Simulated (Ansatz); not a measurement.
Take Si in the diamond structure (space group Fd-3m, No. 227; a = 5.4021 Å) as the base. Axes: x, y, z lie along the cube axes.

The values are results of LDA/PAW in Ansatz (a quantum-chemistry and plane-wave program), no SOC, not measurements.

For the base:

| Property | Result |
|---|---|
| Smallest direct gap | 2.53 eV |
| Band gap | 0.45 eV |

The change: a pure shear with ε_xy = ε_yx = 0.0171; the atoms relax in the strained cell.

What does the calculation give for the stress, smallest direct gap and band gap after the change?

The stress (xx, yy, zz, yz, xz, xy; compression positive) amounts to (0.04, 0.04, -0.05, 0.00, 0.00, -2.56) GPa; the smallest direct gap shrinks by 0.36 eV, from 2.53 eV to 2.17 eV; the band gap shrinks by 0.293 eV, from 0.45 eV to 0.15 eV.

Stability against distortions was not tested. The zero or small gap of Si under tensor shear ε_xy = +1.71 % can change with the level of theory.
